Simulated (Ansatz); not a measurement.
CsCl-type PdIn, treated with LDA (Ansatz, a quantum-chemistry and plane-wave program, PAW).

Settings: plane-wave cutoff 520 eV, 18×18×18 k mesh, Fermi–Dirac smearing 0.05 eV, scalar-relativistic PAW data made under PBE.

Pressure at four volumes; x = ln(V/16.610 Å³). One pressure is withheld.

```csv
V (Å³/atom),x,P (GPa)
15.613,-0.0619,?
15.945,-0.0409,6.87
16.610,0.0000,-0.03
17.606,0.0582,-7.41
```

Question: Pass a parabola P(x) through the three rows shown, estimate the bulk modulus and its pressure derivative near zero pressure, and predict the withheld pressure.

Answer: Slopes between the rows: (-0.03 − (6.87))/(0.0000 − (-0.0409)) = -168.70 and (-7.41 − (-0.03))/(0.0582 − (0.0000)) = -126.80 GPa. Their difference over the span 0.0991 is c = 41.90/0.0991 = 422.8 GPa, so P(x) = 6.87 + (-168.70)(x − (-0.0409)) + 422.8 (x − (-0.0409))(x − (0.0000)). At the middle row B = −dP/dx = −[-168.70 + 422.8 × 0.0409] = 151.4 GPa, and B′ = dB/dP = 2c/B = 5.6. At x = -0.0619 the parabola gives 10.96 GPa; the run gives 11.06 GPa. The Birch–Murnaghan fit to the energies at all volumes has B0 = 150 GPa and B′ = 5.8.

Spin–orbit coupling is not included.
